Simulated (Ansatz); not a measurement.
**SnPbO3 (Pm-3m, No. 221, 5 atoms in the cell; start mp-978952)**

Computed with G0W0@PBEsol+SOC (Ansatz, a program for electronic structure, hard PAW, contour deformation, complete-basis limit, spin–orbit shift from PBEsol).

Run with largest k mesh 6×6×6 (not extrapolated in the mesh).

Cell (relaxed with PBEsol):

```
CELL_PARAMETERS angstrom
      4.07261     0.00000     0.00000
      0.00000     4.07261     0.00000
      0.00000     0.00000     4.07261
ATOMIC_POSITIONS crystal
  Sn 0.50000 0.50000 0.50000
  Pb 0.00000 0.00000 0.00000
  O  0.50000 0.50000 0.00000
  O  0.00000 0.50000 0.50000
  O  0.50000 0.00000 0.50000
```

For SnPbO3 (Pm-3m, No. 221, 5 atoms in the cell; start mp-978952), the band gap is 2.90 eV.

Note: filled d or f shells below the valence bands can shift G0W0 gaps through exchange with them, which wasn't tested here; spin–orbit coupling enters as the shift of the gap found with a semilocal functional.

A start named mp-… is a Materials Project structure, which need not be a measured phase.
